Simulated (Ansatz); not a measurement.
Consider the following.

End structure of Al on the 1x1 (0001) surface of hcp Ru, one in a 2x2 cell, started at the site 'bridge Ru-Ru (span 2.7 Å)':

```xyz
17
Lattice="5.4428 0.0000 0.0000 -2.7214 4.7136 0.0000 0.0000 0.0000 25.5000" Properties=species:S:1:pos:R:3 pbc="T T T"
Ru     1.3607     0.7856     9.5965
Ru     0.0000     3.1424     9.5965
Ru     4.0821     0.7856     9.5965
Ru     2.7214     3.1424     9.5965
Ru     0.0000     1.5712    11.6704
Ru    -1.3607     3.9280    11.6704
Ru     2.7214     1.5712    11.6704
Ru     1.3607     3.9280    11.6704
Ru     1.3595     0.7849    13.8380
Ru     0.0100     3.1482    13.8208
Ru     4.0824     0.7725    13.8219
Ru     2.7102     3.1492    13.8219
Ru    -0.0655     1.6086    15.9206
Ru    -1.3610     3.8526    15.9206
Ru     2.7831     1.6068    15.9214
Ru     1.3584     3.9267    15.9107
Al     1.3519     0.7805    17.7925
```

Slab: 17 atoms, 6.3 Å thick at the start under the adsorbate (thin: gaps and levels are the slab's own); k 6x6x1, smearing 0.1 eV, dipole-corrected; 8 atoms held, the rest relaxed; symmetry of the start imposed; no spin, no spin-orbit, no U, no dispersion correction. At the end it is bonded to 3 Ru. In PBE it is, or lies within 0.03 eV of, the lowest of the starts that converged.

A negative adsorption energy means that the adsorbate is more stable on the surface than in its reference.

### Question
Estimate the work function of the top face that PBE in Ansatz (an electronic-structure program) returns for this input.

### Answer
4.07 eV

### Question
What change of the step from the bottom to the top vacuum level, against the clean slab does PBE give?

### Answer
-0.91 eV

### Question
What change of the work function does PBE give?

### Answer
-0.93 eV

### Question
Give the adsorption energy against an atom of fcc Al at the level PBE.

### Answer
-561 meV
